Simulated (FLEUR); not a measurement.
Band structure of Nb (Im-3m, 1 atom in the cell).

```
CELL_PARAMETERS angstrom
     -1.65649     1.65649     1.65649
      1.65649    -1.65649     1.65649
      1.65649     1.65649    -1.65649
ATOMIC_POSITIONS crystal
  Nb 0.00000 0.00000 0.00000
```

Method: FLEUR with PBE, all-electron FLAPW (FLEUR), scalar-relativistic valence.

Settings: Kmax = 4 1/bohr; GmaxXC = 20 1/bohr; xcFunctional = pbe; jspins = 1; l_soc = F; mode = hist; fermiSmearingEnergy = 0.00183747 Htr; mesh (inpgen div1-3) = 9 9 9; inpgen gamma flag = false; Gmax = 20 1/bohr; numbands = 0; maxIterBroyd = 15; imix = Anderson; alpha = 0.05.

The starting cell comes from a database of computed structures (which also holds hypothetical and non-ambient phases and stackings), without a prior relaxation at this level. Its lattice was rescaled by a random factor within 2.5 % of one. Spin polarisation is off. Values depend on the basis (sphere radii, cutoffs, local orbitals), which need not be converged.

Levels in eV from the Fermi level, bands 3 to 10:
```tsv
point	3	4	5	6	7	8	9	10
Γ	-29.68	-29.68	-5.90	0.37	0.37	0.37	3.24	3.24
H	-30.59	-30.59	-3.68	-3.68	5.54	5.54	5.54	8.98
N	-30.10	-29.69	-3.68	-1.63	2.24	3.27	3.95	6.30
P	-30.35	-30.35	-1.09	-1.09	-1.09	4.08	4.08	9.35
```
